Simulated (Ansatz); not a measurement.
Ansatz (a program for electronic structure) run on TaAgS3 (Cmc2_1, 10 atoms in the cell): relaxation of the atoms.

Level of theory: PBEsol, default PAW files made with PBE (plane waves; Ansatz).

```xyz
10
Lattice="1.6987 -7.0761 0.0000 1.6987 7.0761 0.0000 0.0000 0.0000 7.7990" Properties=species:S:1:pos:R:3 pbc="T T T"
Ag     1.6987     7.0478     1.9497
Ag     1.6987    -7.0478     5.8492
S      1.6987     5.5618     7.6820
S      1.6987    -5.5618     3.7825
S      1.6987     2.4766     1.2790
S      1.6987    -2.4766     5.1785
Ta     1.6987    -3.3668     7.7054
Ta     1.6987     3.3668     3.8059
S      1.6987     2.3776     6.3484
S      1.6987    -2.3776     2.4489
```

Reference input (self-consistent single point, DFT, PBEsol, plane waves, default PAW files made with PBE): basis.ecutwfc = 420 eV; kpoints.mp_grid.grid = 7 7 3; hamiltonian.xc = pbesol; hamiltonian.pseudopotentials = {kind: paw} (the program's default PAW files); scf.occupations.method = cold; scf.occupations.width = 0.1 eV. This run's input differs from it in these lines:

```diff
@@ -25,2 +25,3 @@
   occupations: { method: cold, width: 0.1 }
+relax: {}
 output:
```

Output, abridged:

```
   [... SCF lines of the steps left out ...]
relax step   1: F+E_penalty+E_count = -39974.00570543 eV  Δ(F+E_penalty+E_count) = +0.000e0 eV  max|allowed force component| = 6.373e-1 eV/Å  Δτ_max = 0.0000 Å  (8 SCF iters, dr2 threshold 2.50e-6 eV, accepted)
relax step   2: F+E_penalty+E_count = -39974.00973060 eV  Δ(F+E_penalty+E_count) = -4.025e-3 eV  max|allowed force component| = 7.200e-1 eV/Å  Δτ_max = 0.1705 Å  (6 SCF iters, dr2 threshold 2.54e-5 eV, accepted)
   [... lines left out ...]
relax step   7: F+E_penalty+E_count = -39974.15847404 eV  Δ(F+E_penalty+E_count) = +7.882e-5 eV  max|allowed force component| = 8.751e-2 eV/Å  Δτ_max = 0.0183 Å  (6 SCF iters, dr2 threshold 4.34e-7 eV, rejected (line search))
relax step   8: F+E_penalty+E_count = -39974.15982814 eV  Δ(F+E_penalty+E_count) = -1.275e-3 eV  max|allowed force component| = 5.516e-3 eV/Å  Δτ_max = 0.0090 Å  (6 SCF iters, accepted)
relax step   9: F+E_penalty+E_count = -39974.15992572 eV  Δ(F+E_penalty+E_count) = -9.758e-5 eV  max|allowed force component| = 1.893e-3 eV/Å  Δτ_max = 0.0114 Å  (5 SCF iters, accepted)
the relaxation is at rest under the 4 symmetry operations that the run kept from its start: a minimum is not shown …
Stability not checked (fill_not_monotonic)
Free energy (F): -39974.159926 eV
Internal energy: -39974.159898 eV  (E = F + TS)
E sigma→0 (E₀):  -39974.159917 eV
Entropy (-TS):   -0.000028 eV (-0.003 meV/atom)
Fermi energy:    10.842802 eV
--- Forces (eV/Å), atoms counted from 1 ---
  atom   1  Ag     0.00000000    -0.00058403    -0.00055639
   [... lines left out ...]
    - { symbol: Ta, position: [0.7367157109479138, 0.26328428905208623, 0.9901824609063564] }
    - { symbol: Ta, position: [0.26328428905208623, 0.7367157109479138, 0.4901824609063564] }
    - { symbol: S, position: [0.32561587424034705, 0.674384125759653, 0.8104742586838256] }
    - { symbol: S, position: [0.674384125759653, 0.32561587424034705, 0.3104742586838256] }
```

The run converged. 

Summary of the result:
Free energy E − TS (on the zero of these files): -39974.1599 eV
Fermi level (on the code's own zero): 10.84 eV
Pressure: -4.16 GPa
Largest force (vector length): 0.002 eV/Å
Relaxation steps: 9

The starting cell comes from a database of published, mostly measured structures (it also holds non-ambient and calculated ones), without a prior relaxation at this level. Its lattice was rescaled by a random factor within 2.5 % of one. Spin polarisation is off. The relaxation keeps the symmetry of its start, so its end need not be a minimum. Ansatz's pressure includes its estimate of the finite-basis (Pulay) stress.

Cost on one core of a shared machine: roughly 6 min.

Keys are those of Ansatz 0.2.
